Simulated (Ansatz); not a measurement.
## Effect of uniaxial strain ε_zz = +0.88 % on YCu

Consider YCu in the CsCl type structure (space group Pm-3m, No. 221; a = 3.425 Å; relaxed with 0.1 eV smearing). Axes: x, y, z lie along the cube axes.

It is then changed as follows: the cell is stretched by 0.88 % along z with no lateral relaxation; the atoms relax in the strained cell.

Calculations: PBEsol (Ansatz, a program for electronic structure; PAW; 420 eV plane waves; without spin-orbit coupling). Γ-centred 17×17×17 mesh, Fermi–Dirac width 0.1 eV.

```csv
quantity,base,changed,shift
volume per atom,20.09 Å³,20.27 Å³,+0.18 Å³
space group,Pm-3m (No. 221),P4/mmm (No. 123),–
shortest interatomic distance,2.966 Å,2.975 Å,+0.009 Å
energy relative to the base (free energy F),0 meV/atom,+0.6 meV/atom,+0.6 meV/atom
"pressure (mean of the normal stresses, compression positive)",0.0 GPa,-0.7 GPa,-0.7 GPa
band gap,zero,zero,–
"stress (xx, yy, zz, yz, xz, xy; compression positive)",–,"(-0.5, -0.5, -1.1, 0.0, 0.0, 0.0) GPa",–
```

Final structure:

```xyz
2
Lattice="3.4251 0.0000 0.0000 0.0000 3.4251 0.0000 0.0000 0.0000 3.4553" Properties=species:S:1:pos:R:3 pbc="T T T"
Y      0.0000     0.0000     0.0000
Cu     1.7126     1.7126     1.7276
```

Stability against distortions was not tested. The final runs are not spin-polarised.
